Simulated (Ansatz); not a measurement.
A computed series for GaN: pressure series

Consider GaN in the wurtzite structure (space group P6_3mc, No. 186; a = 3.219 Å, c = 5.244 Å).

Cell and atoms are relaxed at each pressure.

The values are results of PBE, PAW, 420 eV (Ansatz, a first-principles code; scalar-relativistic without spin-orbit coupling), earlier PAW set, not measurements.

Two rows of this table had their results exchanged by mistake.

| pressure | volume per atom (Å³) | shortest distance (Å) | band gap |
|---|---|---|---|
| pressure −2 GPa | 11.90 | 1.975 | 1.63 eV |
| pressure −1 GPa | 11.83 | 1.971 | 1.67 eV |
| pressure 3 GPa | 9.71 | 1.847 | 2.97 eV |
| pressure 7 GPa | 11.33 | 1.943 | 1.96 eV |
| pressure 15 GPa | 10.92 | 1.920 | 2.20 eV |
| pressure 30 GPa | 10.32 | 1.884 | 2.58 eV |
| pressure 50 GPa | 11.56 | 1.957 | 1.82 eV |
| pressure 75 GPa | 9.14 | 1.810 | 3.36 eV |
| pressure 100 GPa | 8.69 | 1.780 | 3.66 eV |

Q: Which two?

A: The rows for pressure 3 GPa and pressure 50 GPa: the volume has to fall steadily with pressure, so 11.56 Å³ belongs to pressure 3 GPa and 9.71 Å³ to pressure 50 GPa.

Load acts through the strain it causes; cell and atoms are relaxed under it. No phonon test of stability was made. Measured, GaN leaves this structure (for rock salt) near 47 GPa (temperature not stated; as listed in Datta, Sujoy, Jana, Debnarayan, arXiv (2020)), on rising pressure, with hysteresis.
